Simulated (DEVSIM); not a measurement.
Device: abrupt Si n-p junction, at 300 K.

Layer 1 from the left is Si, thickness (μm) 86.0, Nd (cm⁻³) 3.8e18, τn (s) 5.4e-6, τp (s) 5.4e-6. Layer 2 from the left is Si, thickness (μm) 11.0, Na (cm⁻³) 3.4e16, τn (s) 5.4e-6, τp (s) 5.4e-6.

Left contact: ohmic. Right contact: ohmic. Voltage is applied to the left contact. Recombination: SRH at mid-gap, Auger. Mobility is μmin + (μ − μmin)/(1 + (N/Nref)^α).

The device is made up for the run: typed textbook-type constants, with dimensions and the other settings drawn at random. Values at 300 K.

Si: gap (eV) 1.124, affinity (eV) 4.05, permittivity 11.7, Nc (cm⁻³) 2.86e19, Nv (cm⁻³) 3.1e19, μn (cm²/Vs) 1417, μp (cm²/Vs) 470, μn,min 52, μp,min 45, Nref,n 9.7e16, Nref,p 2.2e17, αn 0.68, αp 0.72, Cn (cm⁶/s) 2.8e-31, Cp (cm⁶/s) 9.9e-32.

Simulated with DEVSIM: 1D drift-diffusion, Boltzmann statistics, complete ionisation; no tunnelling, impact ionisation, image-force lowering or self-heating.

Dark forward current:

| |V| (V) | |J| (A/cm²) |
|---|---|
| 0.05 | 4.775e-10 |
| 0.10 | 2.017e-9 |
| 0.15 | 8.378e-9 |
| 0.20 | 4.087e-8 |
| 0.25 | 2.340e-7 |
| 0.30 | 1.482e-6 |
| 0.35 | 9.864e-6 |
| 0.40 | 6.713e-5 |
| 0.45 | 0.0004611 |
| 0.50 | 0.003178 |
| 0.55 | 0.02194 |
| 0.60 | 0.1514 |
| 0.65 | 1.039 |
| 0.70 | 6.871 |
| 0.75 | 38.20 |
| 0.80 | 142.0 |
| 0.85 | 346.4 |
| 0.90 | 636.5 |
| 0.95 | 986.9 |
| 1.00 | 1378 |
| 1.05 | 1798 |
| 1.10 | 2239 |

**Question.** Work out the local ideality factor n = ΔV / (kT/q · ln(J2/J1)) between the rows 0.15 and 0.20 V, 0.50 and 0.55 V, 1.05 and 1.10 V.

**Answer.** kT/q = 25.85 mV. From 0.15 to 0.20 V: ln(4.087e-8/8.378e-9) = 1.585, n = 1.22. From 0.50 to 0.55 V: ln(0.02194/0.003178) = 1.932, n = 1.00, near the 1 of diffusion or emission over a barrier. From 1.05 to 1.10 V: ln(2239/1798) = 0.219, n = 8.82.

**Question.** Estimate the current at 0.45 V from the Shockley equation with J0 = Σ q ni² D/(N L) coth(W/L), τ joining the SRH, radiative and Auger lifetimes that are on, and W taken as the whole layer.

**Answer.** ni² = 1.16e20 cm⁻⁶; holes in the n layer: μ = 93.4 cm²/Vs, D = 2.41 cm²/s, τ = 2.36e-7 s, L = 7.56 μm, W/L = 11, term 1.56e-14 A/cm²; electrons in the p layer: μ = 968 cm²/Vs, D = 25.0 cm²/s, τ = 5.40e-6 s, L = 116 μm, W/L = 0.095, term 1.25e-11 A/cm². J0 = 1.25e-11 A/cm², and J = J0 exp(qV/kT) = 0.000453 A/cm². The simulation gives 0.000461 A/cm²; the estimate lies 1.7 % below. The estimate leaves out recombination in the depletion region and that region's share of W.
